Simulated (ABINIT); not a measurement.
# Equation of state of Ga (space group 64): energy against volume (ABINIT, PBE)

```
Ga
1.0
    2.21982    -3.76190     0.00000
    2.21982     3.76190     0.00000
    0.00000     0.00000     4.44945
Ga
4
Direct
  0.15490   0.84510   0.91900
  0.34510   0.65490   0.41900
  0.65490   0.34510   0.58100
  0.84510   0.15490   0.08100
```

Method of the run: PBE, norm-conserving pseudopotentials (PseudoDojo nc-sr-05 PBE standard) (plane waves; ABINIT). Settings: pseudos = [Ga.upf]; ecut = 52 Ha; occopt = 3; tsmear = 0.00183747 Ha; ngkpt = 6 6 5; nshiftk = 1; shiftk = 0 0 0; potentials = PseudoDojo nc-sr-05 PBE standard; nband = 34; kptopt = 1; nstep = 100; toldfe = 1e-09 Ha. The cell above is the first row's. The rows scale it uniformly. In all rows fractional positions and the k mesh are held. E is the free energy at the stated smearing, counted from the lowest row.

| V (Å^3/atom) | E (meV/atom) |
|---|---|
| 18.578 | 28.09 |
| 18.982 | 15.98 |
| 19.386 | 7.52 |
| 19.790 | 2.31 |
| 20.194 | 0.00 |
| 20.597 | 0.27 |
| 21.001 | 2.84 |
| 21.405 | 7.44 |
| 21.809 | ? |

Problem. Fit E against V with the third-order Birch-Murnaghan form, a cubic in V^(-2/3), and predict the withheld value at V = 21.809.

Solution. With u = V^(-2/3) - 0.136, the rows have u = 0.006561, 0.004531, 0.002572, 0.000679, -0.001150, -0.002915, -0.004627, -0.006285. Least squares gives E = 1.145 + 1448.2·u + 397398·u² + 1198515·u³. Residuals (row less fit): -0.002, 0.003, 0.001, -0.002, -0.003, -0.001, 0.007, -0.003; standard error 0.005 (degrees of freedom: 4). Its minimum lies at u = -0.001837, so V0 = (0.134163)^(-3/2) = 20.35. There d²E/du² = 781600 and d³E/du³ = 7191000, so B0 = (4/9) × 20.35^(-7/3) × 781600 × 0.160218 = 49.2 GPa (the last factor turns the table's units into GPa), and B0' = 4 + (2/3) × 0.134163 × (7191000)/781600 = 4.8. The program's pressures in the fitted runs (not shown) pass through zero at V = 20.34, 0.02 % from this V0. At the withheld row, u = -0.007892, so E = 1.145 + 1448.2 × (-0.007892) + 397398 × (-0.007892)² + 1198515 × (-0.007892)³ = 13.878 meV/atom. The calculation gives 13.84 meV/atom, 0.038 meV/atom below the prediction (0.1 % of the range of E in the table). The row lies outside the fitted rows, so this is an extrapolation. From the scatter of the fitted rows alone, a prediction at this place has a standard error of 0.011 meV/atom, so the miss is 3.4 times that.

Carrying the step between the two nearest rows on in a straight line would have given 12.04, off by 1.80; series whose last step already gives the withheld value aren't shown. The scan was laid around a cell of about the measured size, scaled by a guess for this functional; axis ratios and inner coordinates come from that cell. The runs keep the symmetry of the cell, so they don't test it for distortions. The shape of the cell and the inner coordinates aren't relaxed, so V0 and B0 belong to this uniform scaling; a relaxed crystal lies no higher in energy and is usually softer (forces reach 0.11 eV/Å in these rows). Cutoffs and mesh are single choices, not tested for convergence of this quantity. Series with a scatter that would blur these digits, or in which a gap closes, are not shown. Nor are scans whose minimum lies at an end fitted in this form.

Terms beyond the fitted order, or numerical noise in single rows, can give a miss of this size; the table doesn't tell which.
